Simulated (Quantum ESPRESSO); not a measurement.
## Variants of one calculation on Mg₇GeN₆ (Ibam, 28 atoms in the cell)

```xyz
28
Lattice="-2.7063 5.1195 5.7496 2.7063 -5.1195 5.7496 2.7063 5.1195 -5.7496" Properties=species:S:1:pos:R:3 pbc="T T T"
Mg     1.1804     4.7016     5.7496
Mg     1.5259     0.4179     0.0000
Mg     1.1804     5.5373     0.0000
Mg     1.5259    -0.4179     5.7496
Mg     2.2262     2.7467     1.3422
Mg     0.4800     2.3728     4.4074
Mg     0.4800     2.3728     7.0917
Mg     2.2262     2.7467    -1.3422
Mg     2.2262    -2.7467     4.4074
Mg     0.4800     7.8662     1.3422
Mg     3.1863     2.7467     4.4074
Mg    -0.4800     2.3728     1.3422
Mg     0.0000     5.1195     2.8748
Mg     2.7063     0.0000     2.8748
Ge     0.0000     0.0000     8.6243
Ge     0.0000     0.0000     2.8748
N      1.5905     4.0073     3.8175
N      1.1158     1.1122     1.9321
N     -1.5905     6.2316     3.8175
N      4.2968    -1.1122     1.9321
N      1.5905     6.2316     1.9321
N      1.1158    -1.1122     3.8175
N      1.1158    -1.1122     7.6816
N      1.5905     6.2316    -1.9321
N      0.7726     3.5304     0.0000
N      1.9337     1.5891     5.7496
N      3.4789     1.5891     0.0000
N     -0.7726     3.5304     5.7496
```

Base run A: LDA (PZ), GBRV 1.5 ultrasoft (LDA) pseudopotentials run with Quantum ESPRESSO, self-consistent single point.

Its settings: ecutwfc = 50 Ry; ecutrho = 250 Ry; occupations = smearing; smearing = gaussian; degauss = 0.00147 Ry; potentials = {Mg: mg_lda_v1.4.uspp.F.UPF, Ge: ge_lda_v1.4.uspp.F.UPF, N: n_lda_v1.2.uspp.F.UPF}; K_POINTS = automatic 3 3 3 0 0 0; conv_thr = 1e-10 Ry; mixing_beta = 0.7.

The starting cell comes from a database of computed structures (which also holds hypothetical and non-ambient phases and stackings), without a prior relaxation at this level. Its lattice was rescaled by a random factor within 2.5 % of one.

ΔF is the free energy per atom less that of run A. 

Runs:
- B: conv_thr: 1e-10 Ry → 7.3e-10 Ry
- C: ecutrho: 250 Ry → 100 Ry
- D: lattice scaled by 0.97
- E: K_POINTS: automatic 3 3 3 0 0 0 → automatic 1 1 1 1 1 1
- F: occupations: smearing → tetrahedra_lin; smearing: gaussian → default; degauss: 0.00147 Ry → default
- G: diagonalization: default → rmm-davidson
- H: mixing_ndim: default → 6

| run | ΔF (meV/atom) | pressure (GPa) | largest force (eV/Å) | gap on the mesh (eV) | k-points |
|---|---|---|---|---|---|
| A | 0.00 | 0.86 | 0.158 | 1.867 | 8 |
| B | 0.00 | 0.86 | 0.158 | 1.867 | 8 |
| C | -1.54 | 1.19 | 0.160 | 1.867 | 8 |
| D | 52.8 | 16.90 | 0.872 | 2.346 | 8 |
| E | -45.4 | 0.81 | 0.177 | 3.398 | 1 |
| F | 0.00 | 0.86 | 0.158 | 1.867 | 8 |
| G | 0.00 | 0.85 | 0.158 | 1.867 | 8 |
| H | 0.00 | 0.86 | 0.158 | 1.867 | 8 |

Run D against A: The free energy goes up by 52.8 meV/atom, the pressure goes from 0.86 to 16.90 GPa, the largest force goes from 0.158 to 0.872 eV/Å and the gap on the mesh goes from 1.867 to 2.346 eV.

Run G against A: The free energy is nearly the same (within 1 meV/atom), the pressure moves little (0.86 to 0.85 GPa), the largest force stays at 0.158 eV/Å and the gap on the mesh stays at 1.867 eV.

Run E against A: The free energy drops by 45.4 meV/atom, the pressure stays near 0.81 GPa while the yy stress (positive for compression) goes from 1.04 to 0.45 GPa, the largest force goes from 0.158 to 0.177 eV/Å and the gap on the mesh goes from 1.867 to 3.398 eV.
